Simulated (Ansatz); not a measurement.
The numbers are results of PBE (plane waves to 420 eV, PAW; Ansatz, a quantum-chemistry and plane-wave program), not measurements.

Plane-averaged electrostatic potential energy along the normal, in eV from the Fermi level, for the (100) surface of rock-salt TaC, Cr on half the Ta sites of the top plane, c(2x2) (bottom of the slab: a bare face, its two planes held):

(z (Å), V (eV)): (3.72, 3.38); (4.01, 3.38); (4.30, 3.37); (4.58, 3.37); (4.87, 3.36); (5.16, 3.34); (5.44, 3.30); (5.73, 3.23); (6.02, 3.10); (6.30, 2.83); (6.59, 2.30); (6.88, 1.23); (7.16, -1.03); (7.45, -5.66); (7.73, -13.37); (8.02, -21.49); (8.31, -22.81); (8.59, -16.07); (8.88, -7.94); (9.17, -3.46); (9.45, -3.30); (9.74, -7.55); (10.03, -15.63); (10.31, -22.95); (10.60, -22.41); (10.89, -14.63); (11.17, -7.04); (11.46, -3.42); (11.74, -4.29); (12.03, -9.23); (12.32, -17.57); (12.60, -23.53); (12.89, -20.99); (13.18, -12.54); (13.46, -5.62); (13.75, -2.75); (14.04, -4.35); (14.32, -10.16); (14.61, -18.93); (14.90, -23.76); (15.18, -19.79); (15.47, -11.35); (15.76, -5.39); (16.04, -3.29); (16.33, -5.77); (16.61, -12.19); (16.90, -20.64); (17.19, -23.73); (17.47, -18.05); (17.76, -9.34); (18.05, -4.14); (18.33, -3.76); (18.62, -7.64); (18.91, -13.82); (19.19, -19.05); (19.48, -17.81); (19.77, -10.14); (20.05, -2.54); (20.34, 1.16); (20.62, 2.79); (20.91, 3.52); (21.20, 3.86); (21.48, 4.01); (21.77, 4.08); (22.06, 4.11); (22.34, 4.13); (22.63, 4.13); (22.92, 4.14); (23.20, 4.14); (23.49, 4.14); (23.78, 4.14)

Slab: 24 atoms, 11.1 Å thick at the start; k 9x9x1, smearing 0.1 eV, dipole-corrected; 8 atoms held, the rest relaxed; held to the start's symmetry, so lower structures may exist; spin-polarised, ending with about 1.8 μB a cell; orders that need a larger cell were not tried, no spin-orbit, no U. It is one candidate, not shown to be the stable structure of the face.

Problem. The surface cell has an area of 20.03 Å². What dipole along the normal does the step between the two vacuum levels imply?

Solution. the top vacuum level lies 0.76 eV above the bottom one; p = −ε₀ A ΔV (ε₀ = 0.005526 e/(V·Å)) gives -0.08 e·Å a cell.
